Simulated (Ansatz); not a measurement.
Si (Fd-3m), r2SCAN with spin-orbit coupling, rigid bands (Ansatz, a first-principles code): Condition of this run: hydrostatic pressure 10 GPa (the target of the relaxation). band gap 0.59 eV, N_c = 2.89e19 cm⁻³ and N_v = 2.06e19 cm⁻³ at 300 K, conductivity masses of 0.276 mₑ (electrons) and 0.345 mₑ (holes). Take k_BT = 0.02585 eV.

### Question
What thermal injection velocity √(2k_BT/πm) limits a ballistic channel?

### Answer
1.02e7 cm/s for electrons and 9.16e6 cm/s for holes, a ratio of √(m_h/m_e) = 1.12, for dilute carriers.

### Question
Find the intrinsic carrier density and the intrinsic Fermi level.

### Answer
n_i = √(N_c N_v) exp(−E_g/2k_BT) = 2.44e19 × exp(−11.41) = 2.7e14 cm⁻³. The level lies (k_BT/2) ln(N_v/N_c) = -4 meV from mid-gap (positive towards the conduction band). Each 0.1 eV added to the gap lowers n_i by a factor of 6.9.

### Question
What built-in voltage has an abrupt junction with N_A = 1e17 and N_D = 1e17 cm⁻³, all dopants ionised?

### Answer
V_bi = E_g/e − (k_BT/e) ln(N_c N_v/(N_A N_D)) = 0.59 − 0.02585 × 10.99 = 0.31 V. It follows the computed gap one for one.

Rigid, parabolic bands with the computed gap; masses take one relaxation time for all states.
